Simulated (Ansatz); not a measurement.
Structures of equal composition on the (0001) surface of 4H silicon carbide (Si plane on top): (√3x√3)R30° Si adatom at H3; (√3x√3)R30° Si adatom at T4. The slabs share one bottom face, and each structure is named by its start. These are constructed structures in small cells; real faces may alloy, dewet or reconstruct in larger ones, and not all known structures of the face are among them. Slabs of about 10 Å, Fermi-Dirac smearing of 0.025 eV. Bottom of the slabs: H caps. Relaxed from the named starts with such symmetry as they have, on meshes of like density; energies extrapolated to zero smearing; spin only where a row says so; no spin-orbit coupling, no U. Brackets mark spin-polarised runs, whose order is one that fits the cell. Where a second, spin-polarised start was run, the lower counts.

Calculation: PBE (plane waves to 420 eV, PAW; Ansatz, a quantum-chemistry and plane-wave program).

Task: Order them by energy per 1x1 cell (lowest first) at the level PBE.

Result: (√3x√3)R30° Si adatom at T4 (0.000 eV [spin, 1.0 μB a cell], gap 0.42 eV on the mesh), (√3x√3)R30° Si adatom at H3 (0.170 eV [spin, 1.0 μB a cell], gap 0.53 eV on the mesh)
